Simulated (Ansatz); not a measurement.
**HgSe: response to strain**

Consider HgSe in the zinc blende structure (space group F-43m, No. 216).

```
HgSe
1.0
    0.00000     3.06660     3.06660
    3.06660     0.00000     3.06660
    3.06660     3.06660     0.00000
Se Hg
1 1
Cartesian
  1.53330   1.53330   1.53330
  0.00000   0.00000   0.00000
```

Cartesian axes are those of the cell as printed.

Strains are applied to the cell and any free atomic positions relax; under stress the whole cell relaxes.

Method: PBEsol/PAW in Ansatz (a program for electronic structure), no SOC, earlier PAW set.

Candidates:
(a) uniaxial strain ε_zz = +0.62 %
(b) uniaxial strain ε_xx = −4.83 %
(c) uniaxial strain ε_yy = −2.13 %
(d) uniaxial stress, 3 GPa tension along z

Notes on the quantities. energy relative to the base: free energy F.

Order them by energy relative to the base, lowest first.

(a) uniaxial strain ε_zz = +0.62 % (+0.2 meV/atom), (c) uniaxial strain ε_yy = −2.13 % (+2.5 meV/atom), (b) uniaxial strain ε_xx = −4.83 % (+13 meV/atom), (d) uniaxial stress, 3 GPa tension along z (+25 meV/atom)

A case with no gap was solved on a k-mesh chosen for an insulator, which is coarse for it. Beyond what the load breaks, stability against distortions was not tested. All final runs are without spin polarisation.
